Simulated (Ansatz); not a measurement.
Results of LDA (PAW; Ansatz, an electronic-structure program) for C (R-3m, No. 166, 2 atoms in the cell; start mp-169; another form than the element's usual one).

Run with plane-wave cutoff 520 eV, 16×16×10 k mesh (along the axes of the cell as run), Fermi–Dirac smearing 0.01 eV, scalar-relativistic PAW data made under PBE.

Cell (relaxed at this level):

```
CELL_PARAMETERS angstrom
      2.11731    -1.22244    -0.01186
      2.11731     1.22244    -0.01186
     -1.39211     0.00000     3.34631
ATOMIC_POSITIONS crystal
  C  0.83338 0.83338 0.00015
  C  0.16662 0.16662 0.99985
```

Predict the band gap and Γ–Γ gap.


- band gap: 0.15 eV (direct)
- Γ–Γ gap: 6.82 eV

Static lattice: no zero-point or thermal effects.

Computing time: roughly 6 core-seconds.

A start named mp-… is a Materials Project structure, which need not be a measured phase.
